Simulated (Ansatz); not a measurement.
For NH4I (P4/nmm, No. 129; cell taken from a computed entry), PBEsol (Ansatz, a program for electronic structure, plane waves, PAW) gives:

* **equilibrium lattice constant a**: 6.066 Å
* **lattice parameter c**: 4.424 Å

### Question
What does r²SCAN in Ansatz (plane waves, PAW) give for the same quantities?

### Answer

- lattice constant a: 6.154 Å (goes up by 1.5 %)
- lattice parameter c: 4.417 Å (decreases by 0.2 %)

Changes are worked out from the printed values.

Unless a cell is named, each level is at its own relaxed cell (PBEsol 13.56, r²SCAN 13.94 Å³/atom).

Caveats: the relaxation could not lower the start's symmetry, so the cell can be a saddle point above a distorted one (PBEsol, r²SCAN). Ansatz's density-functional and Hartree–Fock values are scalar-relativistic unless marked +SOC, with PAW data made under PBE.
